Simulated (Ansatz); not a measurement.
# Os, element substitutions

The reference is Os in the hcp (Mg type) structure (space group P6_3/mmc, No. 194; a = 2.739 Å, c = 4.317 Å).

Each row replaces one element on all its sites; cell and atoms are relaxed.

Method: plane-wave PAW DFT at the r2SCAN level (Ansatz, a quantum-chemistry and plane-wave program, 500 eV), no spin-orbit coupling, earlier PAW set.

```json
[
 {"change": "base", "lattice parameter a": "2.739 Å", "c/a ratio": "1.576"},
 {"change": "Os → Au", "lattice parameter a": "2.890 Å", "c/a ratio": "1.684"},
 {"change": "Os → Ir", "lattice parameter a": "[?]", "c/a ratio": "[?]"},
 {"change": "Os → Cu", "lattice parameter a": "2.522 Å", "c/a ratio": "1.651"}
]
```

Question: Complete the table.

Answer: 
- Os → Ir, lattice parameter a: 2.728 Å
- Os → Ir, c/a ratio: 1.624

Whether these cells are dynamically stable was not tested. For Ir and Cu in this form, whether it has been made was not checked. All final runs are without spin polarisation. This is not the structure that Au has at room temperature and ambient pressure. This is not the structure that Ir has at room temperature and ambient pressure. This is not the structure that Cu has at room temperature and ambient pressure.
